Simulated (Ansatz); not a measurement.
Start from Os in the hcp (Mg type) structure (space group P6_3/mmc, No. 194; a = 2.729 Å, c = 4.309 Å; relaxed with 0.1 eV smearing). Axes: x lies along a and z along c of the hexagonal cell.

The values are results of PBEsol (Ansatz, an electronic-structure program; PAW; 420 eV plane waves; without spin-orbit coupling), not measurements.

The change: the cell is compressed by 1.50 % along x with no lateral relaxation, atoms relaxed at fixed cell.

Problem. Predict the stress tensor and what it implies for the stiffness.

Solution. Stress of the strained cell less that of the base (GPa, compression positive):
```
   12.7     0.0     0.0
    0.0     3.8     0.0
    0.0     0.0     3.7
```

Then −Δσ_ii/ε with ε = -0.0150 gives secant stiffness values (nonlinear terms included at this strain): C11 ≈ 845 GPa, C12 ≈ 250 GPa and C13 ≈ 246 GPa.

As a check, the harmonic strain energy −½ V₀ Δσ:ε is 8.2 meV/atom; the computed energy rise is 8.1 meV/atom.

No phonon test of stability was made. All final runs are without spin polarisation.
